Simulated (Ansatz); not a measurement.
# TiGe (model structure, started from the TiAs type, P6₃/mmc, No. 194, 8 atoms in the cell): volume per atom by level of theory

No measured value is used here.

| level (code) | value (Å³/atom) |
|---|---|
| PBE (Ansatz) | ___ |
| PBEsol (Ansatz) | 16.98 |
| PBE-D3(BJ) (Ansatz) | 16.96 |

### Question
Fill in the missing entries.

### Answer

- PBE (Ansatz, a quantum-chemistry and plane-wave program), value (Å³/atom): 17.68

Ansatz's density-functional and Hartree–Fock values are scalar-relativistic unless marked +SOC, with PAW data made under PBE.

A model structure was made by putting elements into a prototype or built by hand; it is no filed structure, need not be a known phase, and can be a saddle point held by its symmetry.
